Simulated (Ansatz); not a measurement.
The structure below was relaxed with DFT with PBEsol, PAW potentials and a 420 eV plane-wave cutoff in Ansatz (a program for electronic structure), spin-orbit coupling left out.

```xyz
1
Lattice="-1.6065 1.6065 1.6065 1.6065 -1.6065 1.6065 1.6065 1.6065 -1.6065" Properties=species:S:1:pos:R:3 pbc="T T T"
Al     0.0000     0.0000     0.0000
```

Problem. Find the space group and the Wyckoff positions.

Solution. Space group Im-3m (No. 229); a = b = c = 3.213 Å, α = β = γ = 90.00°

```tsv
atom	site	symmetry	x	y	z
Al	2a	m-3m	0.0000	0.0000	0.0000
```

Problem. Describe the coordination.

Solution. The crystal has 2 atoms in its conventional cell. Conventional cell: a = b = c = 3.213 Å, α = β = γ = 90.00°. Al sees 8 Al at 2.783 Å and 6 Al at 3.213 Å. (Neighbours: up to the widest gap in distance over summed covalent radii, below 1.35, at either atom.)

Whether these cells are dynamically stable was not tested. The cell was made from Na by this change: Na → Al; the result is a model cell, its experimental status unchecked. This is not the structure that Al has at room temperature and ambient pressure.
